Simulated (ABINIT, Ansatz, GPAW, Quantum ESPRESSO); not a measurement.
**Code comparison for NaLu3 (Fm-3m, 4 atoms in the cell)**

Self-consistent single point.

```yaml
crystal:
  lattice:
    - [0.00000, 3.88444, 3.88444]
    - [3.88444, 0.00000, 3.88444]
    - [3.88444, 3.88444, 0.00000]
  atoms:
    - { symbol: Na, position: [0.00000, 0.00000, 0.00000] }
    - { symbol: Lu, position: [0.25000, 0.25000, 0.25000] }
    - { symbol: Lu, position: [0.75000, 0.75000, 0.75000] }
    - { symbol: Lu, position: [0.50000, 0.50000, 0.50000] }
```

All programs got the same cell, k-point mesh and kind of occupations (in Ansatz's words: kpoints.mp_grid.grid = 8 8 8; scf.occupations.method = gaussian; scf.occupations.width = 0.1 eV); potentials, basis and cutoffs are each program's usual ones.

```json
[
 {"code": "Quantum ESPRESSO", "model": "LDA (PZ), PSlibrary PAW (LDA) pseudopotentials", "pressure (GPa)": "-3.86", "cutoff": "75 Ry"},
 {"code": "Ansatz", "model": "LDA (PW92), PAW files made with PBE", "pressure (GPa)": "-3.85", "cutoff": "420 eV"},
 {"code": "GPAW", "model": "LDA (Perdew-Wang 92), GPAW PAW datasets LDA (gpaw-data 1.0.1)", "pressure (GPa)": "-3.72", "cutoff": "850 eV"},
 {"code": "ABINIT", "model": "LDA (PW92), PAW (JTH v2.0 LDA PAW)", "pressure (GPa)": "-4.06", "cutoff": "816 eV"}
]
```

The spread over the programs that give each value: pressure within 0.34 GPa.

The starting cell comes from a database of computed structures (which also holds hypothetical and non-ambient phases and stackings), without a prior relaxation at this level. On Ansatz's run: Spin-orbit coupling is off. In the base run, with a pressure of about -4 GPa the cell is away from its equilibrium volume at this level.

### Question
Why do the programs differ, and what cannot be compared?

### Answer
Differences of this kind can come from the potentials, where these differ, and from what each basis and cutoff leave unconverged. The valence holds different numbers of electrons (Quantum ESPRESSO 42, Ansatz (a quantum-chemistry and plane-wave program) 84, GPAW 82, ABINIT 84). The zero of total energies and Fermi levels follows the potentials and each program's conventions, so they are not compared here. Ansatz's pressure is given at a fixed set of plane waves, as the other plane-wave codes print theirs; with its correction for the finite basis it is -3.81 GPa. The same LDA comes in different parametrisations, which differ slightly.

Left out of this page: Elk and FLEUR (not drawn, or without a comparable value).

Keys are those of Ansatz 0.2.
